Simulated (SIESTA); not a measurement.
# Several settings converged on NiRh (R3m, 2 atoms in the cell)

```xyz
2
Lattice="1.3181 0.7610 4.1240 -1.3181 0.7610 4.1240 0.0000 -1.5220 4.1240" Properties=species:S:1:pos:R:3 pbc="T T T"
Ni     0.0000     0.0000     0.0500
Rh     0.0000     0.0000     6.1861
```

Base method: LDA PW92, numerical atomic orbitals TZP, PseudoDojo LDA standard norm-conserving potentials (rewritten from UPF to PSML) (SIESTA).

Base settings: XC.functional = LDA; XC.authors = PW92; potentials = PseudoDojo LDA standard; PAO.BasisSize = TZP; PAO.EnergyShift = 0.01 Ry; MeshCutoff = 400 Ry; kgrid.MonkhorstPack = 7 7 7; OccupationFunction = MP; OccupationMPOrder = 0; ElectronicTemperature = 100 meV.

**The k-point mesh**

The second cell is the first with its lattice scaled by 0.98.

Only quantities that move along the ladder and can be compared are tabulated.

```tsv
kgrid.MonkhorstPack	free energy less the last step's (meV/atom)	energy of the compressed cell less the first (meV/atom)	pressure (GPa)	largest difference of a force vector from the last step's (eV/Å)
2 2 2	1286.83	64.90	6.23	0.063
4 4 4	-99.00	-46.41	-16.84	0.045
6 6 6	31.31	-32.94	-14.40	0.020
7 7 7	-23.91	-39.71	-15.79	0.018
9 9 9	7.15	-36.09	-15.04	0.026
11 11 11	0.00	-36.91	-15.20	0.000
```

Coarsest kgrid.MonkhorstPack that holds the pressure within 1 GPa of the last step, with all finer ones: 6 6 6; the step before is off by 1.6 GPa.

Coarsest kgrid.MonkhorstPack that holds the forces within 0.01 eV/Å: not settled: the last two steps still differ by 0.026 eV/Å, over half the tolerance, so the ladder does not show it.

Coarsest kgrid.MonkhorstPack that holds the energy of the compressed cell less the first within 2 meV/atom of the last step, with all finer ones: 9 9 9; the step before is off by 2.8 meV/atom.

**The k-point mesh at a smearing width of 0.05 eV**

In this ladder: ElectronicTemperature = 50 meV.

The second cell is the first with its lattice scaled by 0.98.

Only quantities that move along the ladder and can be compared are tabulated.

```tsv
kgrid.MonkhorstPack	free energy less the last step's (meV/atom)	energy of the compressed cell less the first (meV/atom)	pressure (GPa)	largest difference of a force vector from the last step's (eV/Å)
5 5 5	17.56	-36.25	-15.12	0.014
7 7 7	-21.05	-40.06	-15.87	0.011
11 11 11	3.33	-37.33	-15.29	0.005
13 13 13	-2.20	-37.79	-15.39	0.000
19 19 19	0.00	-37.57	-15.34	0.000
```

Coarsest kgrid.MonkhorstPack that holds the free energy within 5 meV/atom of the last step, with all finer ones: 11 11 11; the step before is off by 21 meV/atom.

Coarsest kgrid.MonkhorstPack that holds the pressure within 0.1 GPa of the last step, with all finer ones: 11 11 11; the step before is off by 0.52 GPa.

Coarsest kgrid.MonkhorstPack that holds the forces within 0.01 eV/Å of the last step, with all finer ones: 11 11 11; the step before is off by 0.011 eV/Å.

**The width of Gaussian smearing**

In this ladder: kgrid.MonkhorstPack = 12 12 12.

Narrow widths need finer meshes than wide ones, so the last steps can hold mesh noise.

Only quantities that move along the ladder and can be compared are tabulated; pressure and forces are left out, as mesh noise rules them at narrow widths.

| ElectronicTemperature | free energy less the last step's (meV/atom) |
|---|---|
| 1000 meV | -408.47 |
| 500 meV | -117.65 |
| 300 meV | -41.50 |
| 100 meV | 0.00 |

Widest ElectronicTemperature that holds the free energy within 5 meV/atom: not settled: the last two steps still differ by 41 meV/atom, over half the tolerance, so the ladder does not show it.

On the base run: the starting cell comes from a database of computed structures (which also holds hypothetical and non-ambient phases and stackings), without a prior relaxation at this level. Its lattice was rescaled by up to half a per cent. One atom was moved a little off its site on purpose. Spin polarisation is off. Values carry the incompleteness of an atom-centred basis. In the base run, with a pressure of about -16 GPa the cell is away from its equilibrium volume at this level. Without a gap this mesh is coarse (it stands for a supercell whose shortest vector is 18 Å).

Left out of this page: 2 runs of the series outside the window shown, repeating another row's setting, or not comparable.
